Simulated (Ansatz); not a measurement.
The parent structure is ZnS in the wurtzite structure (space group P6_3mc, No. 186; a = 3.782 Å, c = 6.208 Å). Axes: x lies along a and z along c of the hexagonal cell.

All numbers come from PBEsol/PAW in Ansatz (a first-principles code), no SOC.

Strains are applied to the cell and any free atomic positions relax.

One change was made to it. Results:

The electron mass changes from 0.16 mₑ along c, 0.18 mₑ across (at Γ) to 0.16 mₑ along z, 0.18 mₑ across (at Γ); the valence-band top at Γ (three highest levels, from the VBM) goes from 0.00, 0.00, -0.09 eV to 0.00, -0.03, -0.09 eV; the pressure (mean of the normal stresses, compression positive) goes from zero to -0.46 GPa; the band gap falls by 0.03 eV (2.15 eV → 2.12 eV).

Problem. Name the change that was made.
A. uniaxial strain ε_xx = +0.60 %
B. uniaxial strain ε_xx = +2.40 %
C. uniaxial strain ε_xx = +1.80 %
D. uniaxial strain ε_xx = +3.00 %
E. uniaxial strain ε_xx = +1.20 %

Solution. A, uniaxial strain ε_xx = +0.60 %. For comparison, the valence-band top at Γ in the other runs: uniaxial strain ε_xx = +1.80 % gives 0.00, -0.07, -0.08 eV; uniaxial strain ε_xx = +2.40 % gives 0.00, -0.07, -0.09 eV; uniaxial strain ε_xx = +3.00 % gives 0.00, -0.07, -0.11 eV; uniaxial strain ε_xx = +1.20 % gives 0.00, -0.05, -0.08 eV.

Effective masses come from finite differences of ±0.01 Å⁻¹. Stability against distortions was not tested.
